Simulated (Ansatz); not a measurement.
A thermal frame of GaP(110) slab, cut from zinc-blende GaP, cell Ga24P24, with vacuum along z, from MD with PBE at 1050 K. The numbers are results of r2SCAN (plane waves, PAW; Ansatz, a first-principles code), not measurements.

```json
{
 "plane_wave_cutoff": "500 eV",
 "k-points": "2x2x1 mesh shifted by half a step in the plane",
 "Fermi-Dirac width": "0.090 eV",
 "spin": "not polarised; no spin-orbit coupling"
}
```

A check of the k-sampling: on the last frame of the same run a denser mesh moved the PBE forces by 0.024 eV/Å rms and the free energy by 13 meV/atom.

```xyz
48
Lattice="7.8293 0.0000 0.0000 0.0000 11.0724 0.0000 0.0000 0.0000 21.7867" Properties=species:S:1:pos:R:3 pbc="T T T"
P     -0.0648     1.4785     8.0042
P      1.5886     4.1585     5.9697
P      5.4714     4.0660     5.7708
P      3.9031     1.6571     7.9381
P      4.2896     1.6240    12.0312
P      6.2059     4.2925     9.7063
P      1.9720     4.4705     9.9425
P      0.1394     1.5824    11.9928
P      0.0825     1.1554    16.0146
P      1.8900     4.5036    13.7256
P      5.8956     4.4673    14.2198
P      4.0120     1.5968    15.9140
Ga    -0.5099     5.2442     6.3187
Ga     5.8268     2.9371     7.8173
Ga     1.8019     3.0527     7.8873
Ga     3.5394     5.5268     6.8526
Ga     4.0226     5.3483    10.2185
Ga     2.3417     3.0332    11.8826
Ga     5.9712     3.1929    12.0719
Ga     0.1070     5.9932     9.8119
Ga     0.1437     5.7149    13.9298
Ga     6.0834     2.5500    15.3989
Ga     1.9700     2.6506    15.4569
Ga     3.8016     5.7022    14.5522
P      0.3263     7.3400     7.9733
P      2.2295     9.6960     6.0422
P      6.1148     9.5395     5.8227
P      4.0176     7.2754     8.4103
P      3.6012     6.8231    12.2572
P      5.9307     9.9450     9.7906
P      1.9436    10.1213    10.0291
P     -0.1464     7.0019    11.9733
P      0.2723     6.8804    15.9058
P      2.2373    10.0150    13.8947
P      5.9699     9.7295    13.9170
P      3.7371     6.9904    16.3549
Ga     0.2712    10.7343     6.6846
Ga     6.1138     8.6216     7.9540
Ga     2.1161     8.7200     7.8791
Ga     4.2305    10.8955     6.3098
Ga     3.9999    11.3002     9.8464
Ga     1.9566     8.6339    12.0247
Ga     5.5750     8.3640    11.7733
Ga     0.0556    11.3411    10.1971
Ga     0.0100    11.4391    13.8597
Ga     5.9944     7.6204    15.4508
Ga     2.1260     8.2049    15.2334
Ga     4.0126    11.2945    13.9585
```

Problem. Give the forces on atoms 1, 10, 13, 14, 15, 21, 23, 24, 33, 47 (eV/Å).

Solution. 
| atom | Fx Fy Fz |
|---|---|
| P1 | 0.388 0.726 0.831 |
| P10 | 2.462 -2.810 1.119 |
| Ga13 | 1.365 0.416 0.660 |
| Ga14 | 0.289 -0.453 -0.082 |
| Ga15 | 0.162 -1.040 1.303 |
| Ga21 | -2.285 0.986 -0.253 |
| Ga23 | -0.321 -0.200 -0.702 |
| Ga24 | -0.061 -0.782 -1.951 |
| P33 | 0.395 0.286 0.538 |
| Ga47 | -0.395 -0.085 0.635 |
